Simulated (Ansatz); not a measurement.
**Effect of biaxial strain −3.00 %, plane normal [001], relaxed out of plane on W**

Start from W in the bcc (W type) structure (space group Im-3m, No. 229; a = 3.169 Å; relaxed with 0.1 eV smearing). Axes: x, y, z lie along the cube axes.

One thing is altered: biaxial strain −3.00 %, plane normal [001], relaxed out of plane (Cartesian); in-plane vectors clamped, the third vector and the atoms free.

Method: r2SCAN in Ansatz (plane waves to 500 eV, PAW, no spin-orbit coupling). k-mesh 29×29×29 (Γ-centred); smearing 0.1 eV (Fermi–Dirac).

- Volume per atom: 15.35 Å³ (base 15.91 Å³)
- Space group: I4/mmm (No. 139) (base Im-3m (No. 229))
- Shortest interatomic distance: 2.713 Å (base 2.744 Å)
- Energy relative to the base (free energy F): +56 meV/atom
- Pressure (mean of the normal stresses, compression positive): 12.9 GPa (base 0.0 GPa)
- Band gap: zero (base zero)
- Out-of-plane strain: +2.51 %
- Ratio −ε⊥/ε∥: 0.84

Final structure (turned so that z lies along the plane normal):

```yaml
crystal:
  lattice:
    - [3.07377, 0.00000, 0.00000]
    - [0.00000, 3.07377, 0.00000]
    - [1.53688, -1.53688, 1.62417]
  atoms:
    - { symbol: W, position: [0.00000, 0.00000, 0.00000] }
```

Cost of the whole job for the changed cell (relaxation, final SCF and bands): around 5 core-minutes (rough).

No phonon test of stability was made. All final runs are without spin polarisation.

Ansatz is an electronic-structure program.
